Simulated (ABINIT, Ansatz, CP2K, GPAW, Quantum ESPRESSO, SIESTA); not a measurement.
**Be (P6_3/mmc, 4 atoms in the cell) computed with different codes at matched settings**

Self-consistent single point, at a second geometry (lattice scaled by 0.98). First geometry:

```
Be
1.0
    2.32154     0.00000     0.00000
   -1.16077     2.01052     0.00000
    0.00000     0.00000     7.46958
Be
4
Cartesian
  0.00000   0.00000   0.00000
  0.00000   0.00000   3.73479
  0.00000   1.34034   1.86740
  1.16077   0.67017   5.60219
```

Shared settings, as Ansatz (an electronic-structure program) writes them: kpoints.mp_grid.grid = 16 16 5; scf.occupations.method = gaussian; scf.occupations.width = 0.02 Ry. Potentials and cutoffs stand in the table.

```tsv
code	model	ΔF from the first geometry (meV/atom)	pressure (GPa)	cutoff
ABINIT	PBE, norm-conserving pseudopotentials (PseudoDojo nc-sr-05 PBE standard)	-21.8	-3.67	44 Ha
Quantum ESPRESSO	PBE, GBRV 1.5 ultrasoft (PBE) pseudopotentials	-22.6	-4.52	40 Ry
GPAW	PBE, GPAW PAW datasets PBE (gpaw-data 1.0.1)	-19.9	-3.00	850 eV
SIESTA	GGA PBE, numerical atomic orbitals DZP, PseudoDojo PBE standard norm-conserving potentials (rewritten from UPF to PSML)	-27.6	-3.84	grid 400 Ry
CP2K	PBE, GPW, DZVP-MOLOPT-SR-GTH basis, GTH-PBE potentials (GTH_POTENTIALS)	-24.8	-4.44	grid 600 Ry
Ansatz	PBE, PAW files	-24.1	-4.48	default
```

For Quantum ESPRESSO (by 0.6 GPa) the energy change implies a higher mean pressure, against the two pressures, than for the other programs: a sign of finite-basis (Pulay) stress.

The spread over the programs that give each value: ΔF from the first geometry within 7.7 meV/atom; pressure within 1.52 GPa.

SIESTA and CP2K use small atom-centred bases, whose incompleteness enters pressures, forces and empty levels differently from a plane-wave cutoff. Ansatz's pressure is given at a fixed set of plane waves, as the other plane-wave codes print theirs; with its correction for the finite basis it is -4.45 GPa. In the pressure, GPAW (by 1.08) lies more than 1 GPa from the median of the plane-wave programs.

The starting cell was generated: these elements placed on a structure prototype, without a prior relaxation; it need not be a known phase or ordering of this composition. Its lattice was rescaled by a random factor within 2.5 % of one. For this run, on top of that: lattice scaled by 0.98.

Left out of this page: Elk and FLEUR (not drawn, or without a comparable value).

Keys are those of Ansatz 0.2.
